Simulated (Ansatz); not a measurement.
free sheet of monolayer 1T PtSe2: Pt16Se32, 3 atomic planes, area 195 Å², cell height 15.6 Å with vacuum; both faces free, started from the relaxed sheet, in-plane cell fixed at 1.000 times the relaxed lattice. Method: PBE, large-core Se (plane waves, PAW; Ansatz, a program for electronic structure). Mean temperature 537 K, 12.0 ps sampled after 7.1 ps of Langevin dynamics; k-points: Γ only; no spin polarisation or spin-orbit coupling.

```tsv
plane (from the bottom)	atoms	start height (Å)	mean height (Å)	spread of site heights (Å)	rms motion, normal (Å)	rms motion, in plane (Å)	in-plane shift from the start (Å)	coordination
1	Se16	-1.31	-1.32	0.01	0.13	0.10	0.00	3.0
2	Pt16	0.00	0.00	0.00	0.12	0.07	0.00	6.0
3	Se16	1.31	1.32	0.00	0.13	0.10	0.01	3.0
```

```json
{
  "outer_plane_spacing": "1.32 Å against 1.31 Å at the start (+1 %)",
  "normal_motion_of_the_outer_planes_over_that_of_the_middle": "1.0",
  "in-plane diffusion": "none seen within 12.0 ps",
  "coordination_in_the_top_plane": "3-fold 100 %",
  "mean vibrational (phonon) frequency": "4.6 THz"
}
```

A denser in-plane k-mesh moves the forces of one frame by 0.03 eV/Å rms. Bonds are counted up to Pt-Se 2.96 Å; heights count from the centre of mass.
